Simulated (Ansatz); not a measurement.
The reference is SnS in the GeS type structure (space group Pnma, No. 62; a = 11.155 Å, b = 4.000 Å, c = 4.261 Å). Axes: x, y, z lie along a, b, c of the conventional cell.

Calculations: PBE-D3(BJ) in Ansatz (plane waves to 420 eV, PAW, no SOC), earlier PAW set.

Perturbation: every lattice vector is stretched by 0.73 %, atoms relaxed at fixed cell.

Problem. Predict the stress tensor and what it implies for the stiffness.

Solution. Stress of the strained cell less that of the base (GPa, compression positive):
```
  -0.74    0.00    0.00
   0.00   -0.95    0.00
   0.00    0.00   -0.66
```

Then B = −ΔP/(ΔV/V₀) with ΔV/V₀ = 0.0221 gives secant stiffness values (nonlinear terms included at this strain): B (at held cell shape, above the free-shape value) ≈ 36 GPa.

Whether these cells are dynamically stable was not tested.

Ansatz is a quantum-chemistry and plane-wave program.
